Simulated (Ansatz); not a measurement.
**How a calculation on BSe (P6_3/mmc, 8 atoms in the cell) responds to its settings**

```cif
data_B4Se4
_chemical_formula_sum 'B4 Se4'
_space_group_name_H-M_alt 'P63/mmc'
_space_group_IT_number 194
_space_group_name_Hall '-P 6c 2c'
_cell_length_a 2.99855
_cell_length_b 2.99855
_cell_length_c 12.95054
_cell_angle_alpha 90.000
_cell_angle_beta 90.000
_cell_angle_gamma 120.000
loop_
_atom_site_label
_atom_site_type_symbol
_atom_site_symmetry_multiplicity
_atom_site_Wyckoff_symbol
_atom_site_fract_x
_atom_site_fract_y
_atom_site_fract_z
_atom_site_occupancy
B1 B 4 f 0.33333 0.66667 0.17100 1
Se1 Se 4 f 0.66667 0.33333 0.10160 1
```

Base run A: PBE (Ansatz, a program for electronic structure), self-consistent single point.

Its settings: kpoints.mp_grid.grid = 9 9 2; hamiltonian.xc = pbe; hamiltonian.pseudopotentials = {kind: paw} (the program's default PAW files); scf.occupations.method = gaussian; scf.occupations.width = 0.01 Ry.

The starting cell was generated: these elements placed on a structure prototype, without a prior relaxation; it need not be a known phase or ordering of this composition. In the base run, with a pressure of about 30 GPa the cell is away from its equilibrium volume at this level. In the base run, forces exceed 1 eV/Å. Ansatz's pressure includes its estimate of the finite-basis (Pulay) stress. The run gives no clean gap (levels at the Fermi energy touch, overlap or are partly filled at this smearing), which alone does not show that the compound is a metal.

| run | change | pressure (GPa) | largest force (eV/Å) |
|---|---|---|---|
| A | base | 29.54 | 3.831 |
| B | hamiltonian.xc: pbe → lda [LDA (PW92)] | 21.49 | 3.575 |
| C | hamiltonian.xc: pbe → pbesol [PBEsol] | 24.96 | 3.739 |
| D | hamiltonian.xc: pbe → rpbe [RPBE] | 32.61 | 3.918 |
| E | hamiltonian.xc: pbe → revpbe [revPBE] | 31.84 | 3.899 |
| F | hamiltonian.xc: pbe → blyp [BLYP] | 36.28 | 3.836 |
| G | hamiltonian.xc: pbe → r2scan [r2SCAN] | 29.06 | 3.735 |

Run D against A: The pressure goes from 29.54 to 32.61 GPa and the largest force goes from 3.831 to 3.918 eV/Å.

Run F against A: The pressure goes from 29.54 to 36.28 GPa and the largest force hardly changes (3.831 to 3.836 eV/Å).

Run G against A: The pressure goes from 29.54 to 29.06 GPa and the largest force goes from 3.831 to 3.735 eV/Å.

Keys are those of Ansatz 0.2.
